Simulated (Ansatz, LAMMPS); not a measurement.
## Corundum Ga2O3 (metastable phase): properties by level of theory

Reference values: lattice constant a 4.982 Å (measured, temperature not stated, not corrected to a static lattice; as tabulated in Marezio, Remeika, J. Chem. Phys. 46, 1862 (1967) (COD 1538347)); lattice parameter c 13.433 Å (measured, temperature not stated, not corrected to a static lattice; as tabulated in Marezio, Remeika, J. Chem. Phys. 46, 1862 (1967) (COD 1538347)).

```json
[
 {"level (code)": "ionic model cherry1995 (shell model, LAMMPS)", "lattice parameter a (Å)": "4.960", "lattice parameter c (Å)": "12.917"},
 {"level (code)": "ionic model grimes1999 (shell model, LAMMPS)", "lattice parameter a (Å)": "4.990", "lattice parameter c (Å)": "13.177"},
 {"level (code)": "PBE (Ansatz)", "lattice parameter a (Å)": "5.058", "lattice parameter c (Å)": "13.623"},
 {"level (code)": "PBE-D4 (Ansatz)", "lattice parameter a (Å)": "5.021", "lattice parameter c (Å)": "13.490"},
 {"level (code)": "HSE06 (Ansatz)", "lattice parameter a (Å)": "4.981", "lattice parameter c (Å)": "13.443"}
]
```

Differences from the reference values (errors of the level alone only where the reference is corrected to a static lattice):

```json
[
 {"level": "ionic model cherry1995", "lattice constant a (%)": "-0.44", "lattice parameter c (%)": "-3.84"},
 {"level": "ionic model grimes1999", "lattice constant a (%)": "+0.16", "lattice parameter c (%)": "-1.91"},
 {"level": "PBE", "lattice constant a (%)": "+1.53", "lattice parameter c (%)": "+1.41"},
 {"level": "PBE-D4", "lattice constant a (%)": "+0.78", "lattice parameter c (%)": "+0.42"},
 {"level": "HSE06", "lattice constant a (%)": "-0.02", "lattice parameter c (%)": "+0.07"}
]
```

Nearest: lattice constant a, not ranked (reference at room or unstated temperature); lattice parameter c, not ranked (reference at room or unstated temperature). Empirical potentials aren't ranked on values they can be fitted to.

Empirical potentials (ionic model cherry1995, ionic model grimes1999) are fitted to chosen data, which need not cover the solid at hand: agreement can be built in, and what lay outside the fit can be far off.

Ansatz's density-functional and Hartree–Fock values are scalar-relativistic unless marked +SOC, with PAW data made under PBE.

Differences are worked out from the printed values.

Computed values are for the static lattice.

Ansatz is an electronic-structure program.
